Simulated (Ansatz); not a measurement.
# Hypothetical P6_3/mmc PbS: response to strain

Consider PbS (space group P6_3/mmc, No. 194; a = 5.0012 Å, c = 5.9825 Å; a hypothetical phase, not in the database extracts checked). Axes: x lies along a and z along c of the hexagonal cell.

Strains are applied to the cell and any free atomic positions relax; under biaxial strain the out-of-plane vector relaxes too.

Computed with Kohn–Sham DFT with the r2SCAN functional, run in Ansatz (a program for electronic structure) with PAW and 500 eV plane waves, no spin-orbit coupling.

```csv
"biaxial strain, plane normal [001], relaxed out of plane (%)",out-of-plane strain (%)
-1.69,0.46
-1.47,0.40
-0.77,?
-0.72,0.19
0,0.00
```

Task: Fit ε⊥ = −νε + γε² (strains in %) to the rows shown and predict the withheld row.

Result: Least squares on the printed values gives ν = 0.26 (the biaxial Poisson response) and γ = 0.008 (largest residual 0.00 %); this predicts 0.20 %, and the run gives 0.20 %, in agreement.

Whether these cells are dynamically stable was not tested. The base started in P6_3mc and relaxed to P6_3/mmc at this level.
